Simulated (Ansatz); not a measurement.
# Converging the plane-wave cutoff: TaOs₃ (P4mm, 4 atoms in the cell)

```xyz
4
Lattice="3.9032 0.0000 0.0000 0.0000 3.9032 0.0000 0.0000 0.0000 3.9032" Properties=species:S:1:pos:R:3 pbc="T T T"
Ta     0.0000     0.0000     0.0500
Os     0.0000     1.9516     1.9516
Os     1.9516     0.0000     1.9516
Os     1.9516     1.9516     0.0000
```

Method of the run: LDA (PW92), default PAW files made with PBE (plane waves; Ansatz, a program for electronic structure).

Base settings: basis.ecutwfc = 420 eV; kpoints.mp_grid.grid = 7 7 7; hamiltonian.xc = lda; hamiltonian.pseudopotentials = {kind: paw} (the program's default PAW files); scf.occupations.method = gaussian; scf.occupations.width = 0.1 eV.

The second cell is the first with its lattice scaled by 0.98.

The mesh stays at the base's, so the ladder's end is converged at best in this setting alone.

The first pressure column holds Ansatz's estimate of the finite-basis (Pulay) stress, which hides part of the cutoff error; the other is without it.

Only quantities that move along the ladder and can be compared are tabulated.

The count of work is k-points × plane waves × bands × iterations; it is no time. 

The starting cell comes from a database of computed structures (which also holds hypothetical and non-ambient phases and stackings), without a prior relaxation at this level. Its lattice was rescaled by up to half a per cent. One atom was moved a little off its site on purpose. Spin polarisation is off. In the base run, with a pressure of about -9 GPa the cell is away from its equilibrium volume at this level.

Steps (basis.ecutwfc): 145 eV; 170 eV; 190 eV; 210 eV; 230 eV; 250 eV; 295 eV; 335 eV; 380 eV; 420 eV; 460 eV; 505 eV; 565 eV; 630 eV; 735 eV; 840 eV; 1010 eV.

Question: What is the coarsest basis.ecutwfc that holds the pressure within 1 GPa of the last step, with all finer ones?

Answer: 295 eV, at 0.16 of the last step's count of work; the step before is off by 3.0 GPa.

Question: What is the coarsest basis.ecutwfc that holds the pressure without the Pulay estimate within 1 GPa of the last step, with all finer ones?

Answer: 380 eV, at 0.23 of the last step's count of work; the step before is off by 2.5 GPa.

Question: What is the coarsest basis.ecutwfc that holds the free energy within 2 meV/atom of the last step, with all finer ones?

Answer: 420 eV, at 0.27 of the last step's count of work; the step before is off by 2.6 meV/atom.

```tsv
basis.ecutwfc	free energy less the last step's (meV/atom)	energy of the compressed cell less the first (meV/atom)	pressure (GPa)	pressure without the Pulay estimate (GPa)	largest difference of a force vector from the last step's (eV/Å)	count of work / last
145 eV	30307.84	-618.60	-88.52	-1005.76	0.406	0.076
170 eV	14837.11	-648.33	-71.53	-598.60	0.556	0.081
190 eV	8033.12	-106.57	-32.85	-375.59	0.460	0.097
210 eV	4163.07	38.13	-5.27	-225.61	0.169	0.12
230 eV	1973.14	85.64	-2.89	-127.65	0.027	0.11
250 eV	904.78	24.06	-5.87	-72.17	0.022	0.12
295 eV	138.03	5.31	-9.55	-22.62	0.009	0.16
335 eV	19.25	11.09	-9.00	-11.42	0.002	0.18
380 eV	2.59	11.45	-8.89	-9.06	0.000	0.23
420 eV	1.57	11.43	-8.89	-8.93	0.000	0.27
460 eV	0.95	11.38	-8.90	-8.95	0.000	0.31
505 eV	0.46	11.34	-8.90	-8.93	0.000	0.35
565 eV	0.27	11.34	-8.90	-8.91	0.000	0.42
630 eV	0.19	11.33	-8.90	-8.91	0.000	0.48
735 eV	0.10	11.33	-8.90	-8.91	0.000	0.62
840 eV	0.04	11.32	-8.90	-8.91	0.000	0.75
1010 eV	0.00	11.32	-8.90	-8.91	0.000	1.0
```

The energy difference between the two cells stays within 1 meV/atom of the last step's from 335 eV on, the total only from 460 eV on: much of the error is common to both cells and cancels.

At the lowest cutoff the pressure without the Pulay estimate lies 997 GPa under the last step's, the usual sign of Pulay stress in an incomplete plane-wave basis.

Keys are those of Ansatz 0.2.
